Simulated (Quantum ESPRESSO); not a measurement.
**Equation of state of fcc Pt (space group 225): energy against volume (Quantum ESPRESSO, LDA)**

```yaml
crystal:
  lattice:
    - [0.00000, 1.88377, 1.88377]
    - [1.88377, 0.00000, 1.88377]
    - [1.88377, 1.88377, 0.00000]
  atoms:
    - { symbol: Pt, position: [0.00000, 0.00000, 0.00000] }
```

Method of the run: LDA (PZ), GBRV 1.5 ultrasoft (LDA) pseudopotentials (plane waves; Quantum ESPRESSO). Settings: ecutwfc = 52 Ry; ecutrho = 416 Ry; occupations = smearing; smearing = fd; degauss = 0.0036749 Ry; potentials = {Pt: pt_lda_v1.4.uspp.F.UPF}; K_POINTS = automatic 26 26 26 0 0 0; conv_thr = 1e-10 Ry; mixing_beta = 0.3. The cell above is the first row's. The rows scale it uniformly. In all rows the k mesh is held. E is the free energy at the stated smearing, counted from the lowest row.

| V (Å^3/atom) | E (meV/atom) |
|---|---|
| 13.369 | 151.21 |
| 13.660 | 89.68 |
| 13.951 | 45.72 |
| 14.241 | 17.33 |
| 14.532 | 2.61 |
| 14.823 | 0.00 |
| 15.113 | 8.06 |
| 15.404 | 25.62 |
| 15.695 | ? |

Taking the third-order Birch-Murnaghan form, a cubic in V^(-2/3) for E over the 8 complete rows: With u = V^(-2/3) - 0.169, the rows have u = 0.008528, 0.005998, 0.003556, 0.001205, -0.001075, -0.003280, -0.005406, -0.007473. Least squares gives E = 8.012 + 6307.27·u + 1192076·u² + 4381301·u³. Residuals (row less fit): -0.004, 0.005, 0.008, -0.021, 0.006, 0.006, -0.001, -0.002; standard error 0.012 (degrees of freedom: 4). Its minimum lies at u = -0.002685, so V0 = (0.166315)^(-3/2) = 14.74. There d²E/du² = 2314000 and d³E/du³ = 2.629e7, so B0 = (4/9) × 14.74^(-7/3) × 2314000 × 0.160218 = 309 GPa (the last factor turns the table's units into GPa), and B0' = 4 + (2/3) × 0.166315 × (2.629e7)/2314000 = 5.3. The program's pressures in the fitted runs (not shown) pass through zero at V = 14.74, 0.06 % from this V0.

### Question
What does the fit predict for E at V = 15.695, and how far is the calculated value from it?

### Answer
u = -0.009476, so E = 8.012 + 6307.27 × (-0.009476) + 1192076 × (-0.009476)² + 4381301 × (-0.009476)³ = 51.558 meV/atom. The calculation gives 51.48 meV/atom, 0.078 meV/atom below the prediction (0.1 % of the range of E in the table). The row lies outside the fitted rows, so this is an extrapolation. From the scatter of the fitted rows alone, a prediction at this place has a standard error of 0.030 meV/atom, so the miss is 2.6 times that.

Carrying the step between the two nearest rows on in a straight line would have given 43.18, off by 8.30; series whose last step already gives the withheld value aren't shown. The scan was laid around a cell of about the measured size, scaled by a guess for this functional. Spin polarisation is off. Spin-orbit coupling is off. Cutoffs and mesh are single choices, not tested for convergence of this quantity. Series with a scatter that would blur these digits, or in which a gap closes, are not shown. Nor are scans whose minimum lies at an end fitted in this form.
